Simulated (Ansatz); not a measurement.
Effect of pressure 3 GPa on FeS2

The reference is FeS2 (space group Pnnm, No. 58; a = 4.3675 Å, b = 5.3332 Å, c = 3.3445 Å; non-magnetic).

Modification: a hydrostatic pressure of 3 GPa.

Calculations: PBEsol/PAW in Ansatz (a first-principles code), no spin-orbit coupling, earlier PAW set. k-mesh 8×6×10 (Γ-centred); smearing 0.05 eV (Fermi–Dirac).

* **Volume per atom**: 12.77 Å³ (base 12.98 Å³)
* **Shortest interatomic distance**: 2.180 Å (base 2.192 Å)
* **Enthalpy H = E + PV relative to the base's energy**: +0.24 eV/atom
* **Band gap**: 0.95 eV (base 0.91 eV)
* **Gap character**: indirect, k = (3/8, 0, 0) in the run's primitive reciprocal basis → T (base indirect, k = (3/8, 0, 0) in the run's primitive reciprocal basis → T)
* **Smallest direct gap**: 1.26 eV (base 1.23 eV)
* **Mean gap deformation potential ΔEg/Δln V**: -2.3 eV
* **Width of the top valence band**: 1.11 eV (base 1.06 eV)

Final structure:

```xyz
6
Lattice="4.3402 0.0000 0.0000 0.0000 5.3060 0.0000 0.0000 0.0000 3.3268" Properties=species:S:1:pos:R:3 pbc="T T T"
Fe     2.1701     2.6530     1.6634
Fe     0.0000     0.0000     0.0000
S      3.0674     4.6397     1.6634
S      0.8972     3.3193     0.0000
S      3.4430     1.9867     0.0000
S      1.2729     0.6663     1.6634
```

Load acts through the strain it causes; cell and atoms are relaxed under it. Whether these cells are dynamically stable was not tested. Seeded moments were not kept for the base. The final runs are not spin-polarised.
